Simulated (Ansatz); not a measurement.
Subject: the energy change from cell B to cell A (1 Li replaced by Ca, in a slab cell with nine atoms a plane). Reaction: cell B + Ca (fcc) → cell A + Li (bcc). A negative value means that the right-hand side lies lower.

Cell A: a slab of Mg (hcp, P6₃/mmc) cut along (0001), 54 atoms, hexagonal cell of 9.58 Å (79.6 Å²), symmetry P3m1 within 0.02 Å, 13.5 Å thick under 15 Å of vacuum, in-plane vectors held at the crystal's; planes from bottom to top: Mg9 × 5 | Mg8 | Ca, its two faces unlike (dipole correction applied); added, foreign or displaced atoms, above the top plane: Ca bound to 9 Mg at 3.31–3.61 Å; spin state with PBE: run without spin, k-point mesh 5×5×1.
```yaml
crystal:
  lattice:
    - [9.58494, 0.00000, 0.00000]
    - [-4.79247, 8.30081, 0.00000]
    - [0.00000, 0.00000, 28.99083]
  atoms:
    - { symbol: Mg, position: [0.11125, 0.22208, 0.27619] }
    - { symbol: Mg, position: [0.22222, 0.11111, 0.36678] }
    - { symbol: Mg, position: [0.11122, 0.22211, 0.45545] }
    - { symbol: Mg, position: [0.22222, 0.11111, 0.54529] }
    - { symbol: Mg, position: [0.11240, 0.22093, 0.63464] }
    - { symbol: Ca, position: [0.22222, 0.11111, 0.74206] }
    - { symbol: Mg, position: [0.11088, 0.55544, 0.27611] }
    - { symbol: Mg, position: [0.22218, 0.44427, 0.36671] }
    - { symbol: Mg, position: [0.11127, 0.55564, 0.45520] }
    - { symbol: Mg, position: [0.22220, 0.44413, 0.54431] }
    - { symbol: Mg, position: [0.11096, 0.55548, 0.63174] }
    - { symbol: Mg, position: [0.22114, 0.45028, 0.72207] }
    - { symbol: Mg, position: [0.11125, 0.88917, 0.27619] }
    - { symbol: Mg, position: [0.22218, 0.77791, 0.36671] }
    - { symbol: Mg, position: [0.11122, 0.88911, 0.45545] }
    - { symbol: Mg, position: [0.22220, 0.77807, 0.54431] }
    - { symbol: Mg, position: [0.11240, 0.89147, 0.63464] }
    - { symbol: Mg, position: [0.22114, 0.77085, 0.72207] }
    - { symbol: Mg, position: [0.44417, 0.22208, 0.27619] }
    - { symbol: Mg, position: [0.55543, 0.11115, 0.36671] }
    - { symbol: Mg, position: [0.44422, 0.22211, 0.45545] }
    - { symbol: Mg, position: [0.55526, 0.11113, 0.54431] }
    - { symbol: Mg, position: [0.44187, 0.22093, 0.63464] }
    - { symbol: Mg, position: [0.56248, 0.11220, 0.72207] }
    - { symbol: Mg, position: [0.44456, 0.55579, 0.27618] }
    - { symbol: Mg, position: [0.55543, 0.44427, 0.36671] }
    - { symbol: Mg, position: [0.44452, 0.55570, 0.45524] }
    - { symbol: Mg, position: [0.55526, 0.44413, 0.54431] }
    - { symbol: Mg, position: [0.44441, 0.55548, 0.63264] }
    - { symbol: Mg, position: [0.56248, 0.45028, 0.72207] }
    - { symbol: Mg, position: [0.44456, 0.88877, 0.27618] }
    - { symbol: Mg, position: [0.55556, 0.77778, 0.36688] }
    - { symbol: Mg, position: [0.44452, 0.88882, 0.45524] }
    - { symbol: Mg, position: [0.55556, 0.77778, 0.54411] }
    - { symbol: Mg, position: [0.44441, 0.88893, 0.63264] }
    - { symbol: Mg, position: [0.55556, 0.77778, 0.72359] }
    - { symbol: Mg, position: [0.77789, 0.22245, 0.27611] }
    - { symbol: Mg, position: [0.88906, 0.11115, 0.36671] }
    - { symbol: Mg, position: [0.77770, 0.22206, 0.45520] }
    - { symbol: Mg, position: [0.88920, 0.11113, 0.54431] }
    - { symbol: Mg, position: [0.77785, 0.22237, 0.63174] }
    - { symbol: Mg, position: [0.88305, 0.11220, 0.72207] }
    - { symbol: Mg, position: [0.77789, 0.55544, 0.27611] }
    - { symbol: Mg, position: [0.88889, 0.44444, 0.36681] }
    - { symbol: Mg, position: [0.77770, 0.55564, 0.45520] }
    - { symbol: Mg, position: [0.88889, 0.44444, 0.54352] }
    - { symbol: Mg, position: [0.77785, 0.55548, 0.63174] }
    - { symbol: Mg, position: [0.88889, 0.44444, 0.72224] }
    - { symbol: Mg, position: [0.77754, 0.88877, 0.27618] }
    - { symbol: Mg, position: [0.88906, 0.77791, 0.36671] }
    - { symbol: Mg, position: [0.77763, 0.88882, 0.45524] }
    - { symbol: Mg, position: [0.88920, 0.77807, 0.54431] }
    - { symbol: Mg, position: [0.77785, 0.88893, 0.63264] }
    - { symbol: Mg, position: [0.88305, 0.77085, 0.72207] }
```

Cell B: a slab of Mg (hcp, P6₃/mmc) cut along (0001), 54 atoms, hexagonal cell of 9.58 Å (79.6 Å²), symmetry P3m1 within 0.02 Å, 13.0 Å thick under 16 Å of vacuum, in-plane vectors held at the crystal's; planes from bottom to top: Mg9 × 5 | LiMg8; added, foreign or displaced atoms, within the planes: Li bound to 9 Mg at 3.14–3.19 Å; spin state with PBE: run without spin, k-point mesh 5×5×1.
```
CELL_PARAMETERS angstrom
      9.58494     0.00000     0.00000
     -4.79247     8.30081     0.00000
      0.00000     0.00000    28.99083
ATOMIC_POSITIONS crystal
  Mg 0.11124 0.22210 0.27588
  Mg 0.22222 0.11111 0.36671
  Mg 0.11101 0.22232 0.45561
  Mg 0.22222 0.11111 0.54507
  Mg 0.11137 0.22196 0.63411
  Li 0.22222 0.11111 0.72180
  Mg 0.11078 0.55539 0.27574
  Mg 0.22222 0.44452 0.36665
  Mg 0.11117 0.55558 0.45544
  Mg 0.22219 0.44466 0.54457
  Mg 0.11185 0.55593 0.63324
  Mg 0.22149 0.44377 0.72406
  Mg 0.11124 0.88914 0.27588
  Mg 0.22222 0.77770 0.36665
  Mg 0.11101 0.88870 0.45561
  Mg 0.22219 0.77754 0.54457
  Mg 0.11137 0.88941 0.63411
  Mg 0.22149 0.77772 0.72406
  Mg 0.44419 0.22210 0.27588
  Mg 0.55564 0.11112 0.36665
  Mg 0.44464 0.22232 0.45561
  Mg 0.55580 0.11114 0.54457
  Mg 0.44392 0.22196 0.63411
  Mg 0.55561 0.11185 0.72406
  Mg 0.44466 0.55598 0.27578
  Mg 0.55564 0.44452 0.36665
  Mg 0.44442 0.55550 0.45551
  Mg 0.55580 0.44466 0.54457
  Mg 0.44446 0.55559 0.63330
  Mg 0.55561 0.44377 0.72406
  Mg 0.44466 0.88868 0.27578
  Mg 0.55556 0.77778 0.36676
  Mg 0.44442 0.88892 0.45551
  Mg 0.55556 0.77778 0.54436
  Mg 0.44446 0.88887 0.63330
  Mg 0.55556 0.77778 0.72447
  Mg 0.77794 0.22256 0.27574
  Mg 0.88881 0.11112 0.36665
  Mg 0.77775 0.22216 0.45544
  Mg 0.88868 0.11114 0.54457
  Mg 0.77741 0.22148 0.63324
  Mg 0.88957 0.11185 0.72406
  Mg 0.77794 0.55539 0.27574
  Mg 0.88889 0.44444 0.36673
  Mg 0.77775 0.55558 0.45544
  Mg 0.88889 0.44444 0.54433
  Mg 0.77741 0.55593 0.63324
  Mg 0.88889 0.44444 0.72427
  Mg 0.77735 0.88868 0.27578
  Mg 0.88881 0.77770 0.36665
  Mg 0.77783 0.88892 0.45551
  Mg 0.88868 0.77754 0.54457
  Mg 0.77774 0.88887 0.63330
  Mg 0.88957 0.77772 0.72406
```

Reference: Li (bcc, Im-3m), 1 atom in the cell, k-point mesh 24×24×24 on the run's own vectors. Conventional cell: a = b = c = 3.4374 Å, α = β = γ = 90.00°.

Reference: Ca (fcc, Fm-3m), 1 atom in the cell, k-point mesh 18×18×18 on the run's own vectors. Conventional cell: a = b = c = 5.5264 Å, α = β = γ = 90.00°.

Plane-wave PAW calculations with Ansatz (a first-principles code), its PAW set soft_1, cutoff 420 eV, 500 eV for r2SCAN. The structures are at rest with PBE, within the held lattices; other levels are single points on them. Neutral cells; Fermi-Dirac smearing of at most 0.10 eV in the solids, energies taken to zero width. The lattices are those relaxed with PBE, so at other levels the solids can be strained, which adds to the spread. Larger cells are relaxed from a start prepared with the learned potential CHGNet, on a coarser mesh till forces fall under 0.03 eV/Å, which some starts already meet. A dispersion term (D3(BJ), or D4 for r2SCAN) was computed beside these levels and is taken off wherever the name lacks it. Space groups of crystals are read within 0.01 Å. Nuclei at rest; no vibrational terms. Cells are local rest points, mostly with their start's symmetry. Values are for these cell sizes. Cell A has symmetry P3m1 within 0.02 Å and got no random move, so less symmetric positions, which may lie lower, weren't tried. Cell B has symmetry P3m1 within 0.02 Å and got no random move, so less symmetric positions, which may lie lower, weren't tried.

**Question.** Give the value at the level PBE.

**Answer.** 0.03 eV, for cell B + Ca (fcc) → cell A + Li (bcc).

**Question.** List the value at the remaining levels and say how far they part.

**Answer.** 
| Level | value (eV) | less PBE |
|---|---|---|
| r2SCAN | 0.00 | -0.03 |

The levels shown span only 0.03 eV, too little to tell them apart.
